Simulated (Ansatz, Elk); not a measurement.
An Elk input for a self-consistent single point of Be2C (Fm-3m, 3 atoms in the cell) (DFT, LDA (PW92), all-electron FP-LAPW, Elk's shipped species files, APW+lo basis with extra local orbitals):

```
tasks
  0

tforce
  .true.

rgkmax
  7.5

gmaxvr
  18.0

lmaxapw
  10

lmaxo
  8

nxlo
  2

lorbcnd
  .true.

lradstp
  2

nrmtscf
  2.0

rmtscf
  0.92

lmaxi
  4

swidth
  0.00183747

maxscl
  100

avec
    0.0000000000    4.1007056904    4.1007056904
    4.1007056904    0.0000000000    4.1007056904
    4.1007056904    4.1007056904    0.0000000000

sppath
  'species/'

atoms
  2
  'Be.in'
  2
  0.2500000000  0.2500000000  0.2500000000    0.0 0.0 0.0
  0.7500000000  0.7500000000  0.7500000000    0.0 0.0 0.0
  'C.in'
  1
  0.0000000000  0.0000000000  0.0000000000    0.0 0.0 0.0

ngridk
  7 7 7
```

### Question
Write the same calculation as an input for Ansatz (a quantum-chemistry and plane-wave program).

### Answer
One input that does it (others would too):

Ansatz 0.2 input:
```yaml
# Be2C
crystal:
  lattice:
    - [0.00000000, 2.17000000, 2.17000000]
    - [2.17000000, 0.00000000, 2.17000000]
    - [2.17000000, 2.17000000, 0.00000000]
  atoms:
    - { symbol: Be, position: [0.25000000, 0.25000000, 0.25000000] }
    - { symbol: Be, position: [0.75000000, 0.75000000, 0.75000000] }
    - { symbol: C, position: [0.00000000, 0.00000000, 0.00000000] }
kpoints:
  mp_grid: { grid: [7, 7, 7] }
hamiltonian:
  xc: lda
  pseudopotentials: { kind: paw }
scf:
  occupations: { method: fermi_dirac, width: 0.05 }
output:
  forces: true
  eigenvalues: true
  stress: true
```

Basis settings and potentials, where a program has them, do not carry over. This input uses DFT, LDA (PW92), plane waves, default PAW files made with PBE. LDA parametrisations can differ slightly between programs. Both were run: gap on the mesh 1.409 eV in Elk and 1.413 in Ansatz.

On Elk: the starting cell has typed, rounded lattice constants, without a prior relaxation at this level. Values depend on the basis (sphere radii, cutoffs, local orbitals), which need not be converged.

On Ansatz: the starting cell has typed, rounded lattice constants, without a prior relaxation at this level. With a pressure of about -10 GPa the cell is away from its equilibrium volume at this level.
